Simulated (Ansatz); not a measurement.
We consider ReC (model structure, F-43m, No. 216, 2 atoms in the cell), described by PBEsol in Ansatz (PAW).

Run with plane-wave cutoff 520 eV, 20×20×20 k mesh, Fermi–Dirac smearing 0.05 eV, no spin polarisation, scalar-relativistic PAW data made under PBE.

Cell (relaxed at this level):

```xyz
2
Lattice="0.0000 2.2997 2.2997 2.2997 0.0000 2.2997 2.2997 2.2997 0.0000" Properties=species:S:1:pos:R:3 pbc="T T T"
Re     0.0000     0.0000     0.0000
C      1.1498     1.1498     1.1498
```

### Question
What does this level give for the bulk modulus B0?

### Answer

- bulk modulus B0 = 300 GPa

Note: the run has no spin polarisation, so it can have missed a magnetic state; the bulk modulus is −V dP/dV from two relaxed cells at ±2 % in volume; the relaxation could raise the start's symmetry but not lower it, so the cell can be a saddle point.

Spin–orbit coupling is not included; it can open a gap where bands touch, and shift volumes and moduli.

Static lattice: no zero-point or thermal effects.

A model structure was made by putting elements into a prototype or built by hand; it is no filed structure, need not be a known phase, and can be a saddle point held by its symmetry.

Ansatz is a program for electronic structure.
